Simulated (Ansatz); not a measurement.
# NiO, pressure series

Start from NiO in the rock salt structure (space group Fm-3m, No. 225; a = 4.116 Å; ferromagnetic).

Cell and atoms are relaxed at each pressure.

Calculations: PBEsol (Ansatz, a first-principles code; PAW; 420 eV plane waves; no SOC).

Two rows of this table had their results exchanged by mistake.

```json
[
 {"pressure": "pressure −2 GPa", "volume per atom (Å³)": "8.81", "shortest distance (Å)": "2.065", "band gap": "zero"},
 {"pressure": "pressure −1 GPa", "volume per atom (Å³)": "8.76", "shortest distance (Å)": "2.061", "band gap": "zero"},
 {"pressure": "pressure 0.3 GPa", "volume per atom (Å³)": "8.29", "shortest distance (Å)": "2.024", "band gap": "zero"},
 {"pressure": "pressure 0.7 GPa", "volume per atom (Å³)": "8.68", "shortest distance (Å)": "2.055", "band gap": "zero"},
 {"pressure": "pressure 1.5 GPa", "volume per atom (Å³)": "8.64", "shortest distance (Å)": "2.052", "band gap": "zero"},
 {"pressure": "pressure 3 GPa", "volume per atom (Å³)": "8.57", "shortest distance (Å)": "2.046", "band gap": "zero"},
 {"pressure": "pressure 5 GPa", "volume per atom (Å³)": "8.47", "shortest distance (Å)": "2.038", "band gap": "zero"},
 {"pressure": "pressure 7.5 GPa", "volume per atom (Å³)": "8.37", "shortest distance (Å)": "2.031", "band gap": "zero"},
 {"pressure": "pressure 10 GPa", "volume per atom (Å³)": "8.70", "shortest distance (Å)": "2.057", "band gap": "zero"}
]
```

Problem. Which two?

Solution. The rows for pressure 0.3 GPa and pressure 10 GPa: the volume has to fall steadily with pressure, so 8.70 Å³ belongs to pressure 0.3 GPa and 8.29 Å³ to pressure 10 GPa.

Load acts through the strain it causes; cell and atoms are relaxed under it. Whether these cells are dynamically stable was not tested. Competing high-pressure phases were not computed. No Hubbard U is applied and the magnetic state is the run's own (NiO ferromagnetic); small cells can't hold the antiferromagnetic order that many such compounds have, so gaps and moments can be off. In its common phase, real NiO is an antiferromagnetic insulator at low temperature.
